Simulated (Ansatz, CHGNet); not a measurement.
**How the equilibrium lattice constant a of WSi2 (model structure, started from the fluorite type, Fm-3m, No. 225, 3 atoms in the cell) moves with the method**

No measured value is used here.

```
level (code)           value (Å)
---------------------  ---------
CHGNet 0.3.0               6.019
LDA (Ansatz)                 [?]
PBE (Ansatz)               5.892
PBEsol (Ansatz)            5.834
PBE-D3(BJ) (Ansatz)        5.828
r²SCAN (Ansatz)            5.853
r²SCAN+rVV10 (Ansatz)        [?]
```

### Question
What belongs in the gaps?

### Answer

- LDA (Ansatz, a program for electronic structure), value (Å): 5.797
- r²SCAN+rVV10 (Ansatz), value (Å): 5.841

Density-functional levels without +SOC have no spin–orbit coupling. Cutoffs differ between the levels. Ansatz's density-functional and Hartree–Fock values are scalar-relativistic unless marked +SOC, with PAW data made under PBE.

Machine-learned potentials (CHGNet 0.3.0) are trained on DFT data: a solid inside that data is no test of them.

A model structure was made by putting elements into a prototype or built by hand; it is no filed structure, need not be a known phase, and can be a saddle point held by its symmetry.
